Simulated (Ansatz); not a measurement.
Base system: GaAs in the zinc blende structure (space group F-43m, No. 216; a = 5.659 Å).

Perturbation: In takes the place of Ga on all its sites; the structure is relaxed again.

Levels (all Ansatz, a first-principles code, PAW, earlier PAW set): PBEsol (420 eV, spin-orbit coupling left out); r2SCAN (500 eV, spin-orbit coupling left out); PBEsol+SOC (420 eV, with spin-orbit coupling).

One geometry, relaxed with PBEsol, under each level:

```
level       band gap  pressure
----------  --------  --------
PBEsol          zero   0.0 GPa
r2SCAN       0.14 eV   0.6 GPa
PBEsol+SOC      zero  -0.1 GPa
```

Single points use the geometry relaxed with PBEsol. Their cutoffs differ, which shifts pressures a little. Differences between runs with and without spin-orbit coupling are approximate. Whether these cells are dynamically stable was not tested. The runs without spin-orbit coupling are not spin-polarised. A zero or small gap of InAs can be the functional's error rather than a property of the material.
